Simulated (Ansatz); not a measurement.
The structure below was relaxed with r2SCAN, PAW, 500 eV (Ansatz, an electronic-structure program; without spin-orbit coupling).

Space group Pmm2 (No. 25); a = 3.122 Å, b = 3.158 Å, c = 11.410 Å, α = β = γ = 90.00°

| atom | site | symmetry | x | y | z |
|---|---|---|---|---|---|
| Ta | 1a | mm2 | 0.0000 | 0.0000 | 0.9990 |
| Ta | 1d | mm2 | 0.5000 | 0.5000 | 0.4972 |
| Ta | 1c | mm2 | 0.5000 | 0.0000 | 0.7147 |
| Ta | 1b | mm2 | 0.0000 | 0.5000 | 0.2824 |
| N | 1a | mm2 | 0.0000 | 0.0000 | 0.5680 |
| As | 1d | mm2 | 0.5000 | 0.5000 | 0.1033 |
| As | 1b | mm2 | 0.0000 | 0.5000 | 0.8211 |
| N | 1c | mm2 | 0.5000 | 0.0000 | 0.3502 |

**Question.** Write out a cell with all atoms.

**Answer.** 
```xyz
8
Lattice="3.1217 0.0000 0.0000 0.0000 3.1578 0.0000 0.0000 0.0000 11.4103" Properties=species:S:1:pos:R:3 pbc="T T T"
Ta     0.0000     0.0000    11.3990
Ta     1.5609     1.5789     5.6737
Ta     1.5609     0.0000     8.1555
Ta     0.0000     1.5789     3.2228
N      0.0000     0.0000     6.4814
As     1.5609     1.5789     1.1785
As     0.0000     1.5789     9.3687
N      1.5609     0.0000     3.9954
```
This is the conventional cell.

These are small ordered cells, not random alloys; other orderings at the same x differ. Stability against distortions was not tested. The final runs are not spin-polarised. The cell was made from TaAs by this change: x(N) = 0.5, 8 atoms, Pmm2.
